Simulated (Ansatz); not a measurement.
The starting structures come from a database of crystals and need not be the phases stable at ambient conditions.

Crystal: BeSe (F-43m, zinc blende, not sure to be the ambient phase, 2 atoms a cell, 17.3 Å³ an atom, -2 GPa at this level); planes in its conventional cell.

All values below come from PBEsol (plane waves, PAW; Ansatz, an electronic-structure program).

No gap correction and no spin-orbit coupling; mid-gap values are interpolated between computed energies.

| plane | area of the cell (Å²) | mid-gap κ (1/Å) | largest κ in the gap (1/Å) |
|---|---|---|---|
| (111) | 11.6 | 0.18 | 0.20 |
| (001) | 13.4 | ___ | ___ |
| (110) | 18.9 | ___ | 0.20 |

### Question
The slowest decay depends on the direction. Supply the withheld values.

### Answer

- (001), mid-gap κ (1/Å): 0.22
- (001), largest κ in the gap (1/Å): 0.24
- (110), mid-gap κ (1/Å): 0.19
